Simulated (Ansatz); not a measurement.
Relaxation of cell and atoms of TiNi (P6mm, 6 atoms in the cell) at several settings

```
TiNi
1.0
    4.50383     0.00000     0.00000
   -2.25191     3.90043     0.00000
    0.00000     0.00000     4.75514
Ti Ni
3 3
Direct
  0.00000   0.00000   0.72435
  0.66667   0.33333   0.14725
  0.33333   0.66667   0.14725
  0.00000   0.00000   0.21423
  0.33333   0.66667   0.65346
  0.66667   0.33333   0.65346
```

Base: PBEsol, default PAW files made with PBE in Ansatz (a first-principles code). Its settings: basis.ecutwfc = 420 eV; kpoints.mp_grid.grid = 6 6 5; hamiltonian.xc = pbesol; hamiltonian.pseudopotentials = {kind: paw} (the program's default PAW files); scf.occupations.method = fermi_dirac; scf.occupations.width = 0.1 eV. Starting volume 13.92 Å³ per atom.

Each line gives the change from the base single point and the result:

- relax: default → cell and atoms: pressure 0.00 GPa; largest force (vector length) 0.004 eV/Å; final cell a = b = 4.4215 Å, c = 4.7309 Å, α = β = 90.00°, γ = 120.00°; final volume per atom 13.35 Å³; relaxation steps 6; free energy against the base single point -11.9 meV/atom.
- hamiltonian.dispersion: default → d3bj; relax: default → cell and atoms [DFT, PBEsol-D3BJ, plane waves, default PAW files made with PBE]: pressure 0.00 GPa; largest force (vector length) 0.002 eV/Å; final cell a = b = 4.358 Å, c = 4.673 Å, α = β = 90.00°, γ = 120.00°; final volume per atom 12.81 Å³; relaxation steps 8.

The starting cell comes from a database of computed structures (which also holds hypothetical and non-ambient phases and stackings), without a prior relaxation at this level. Spin polarisation is off. Ansatz's pressure includes its estimate of the finite-basis (Pulay) stress.

Left out of this page: 1 run of the series stopped by limits of time or memory.

Keys are those of Ansatz 0.2.
